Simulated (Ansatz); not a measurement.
The reference is YC2 (space group I4/mmm, No. 139; a = 3.624 Å, c = 6.151 Å; relaxed with 0.1 eV smearing).

Computed with PBEsol (Ansatz, a first-principles code, PAW, spin-orbit coupling left out).

Before the change:

| Item | Result |
|---|---|
| Pressure | 0.0 GPa |

Now apply this change: the cell is scaled by 1.0327 in all directions; the atoms relax in the strained cell.

Q: Estimate the effect on the energy relative to the base.

A: The energy increases by 47 meV/atom.

Q: How does this affect the largest internal atomic displacement?

A: The largest internal atomic displacement is 0.018 Å.

Q: What happens to the pressure?

A: The pressure (mean of the normal stresses, compression positive) goes from zero to -10.0 GPa.

No phonon test of stability was made. All final runs are without spin polarisation. An odd electron count without spin: YC2.
